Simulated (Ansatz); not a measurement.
CsCl-type CoAl

The numbers are results of PBEsol (Ansatz, a first-principles code, PAW), not measurements.

Settings: plane-wave cutoff 500 eV, 20×14×1 k mesh (along the axes of the cell as run), Fermi–Dirac smearing 0.1 eV, scalar-relativistic PAW data made under PBE.

Cell: relaxed at this level.

surface energy of the (110) face: 2.41 J/m²
work function of the (110) face: 4.94 eV

The slab of 16 atoms is relaxed and unreconstructed.

Computed values are for the static lattice.

Cost on a shared machine: very roughly 40 core-minutes.
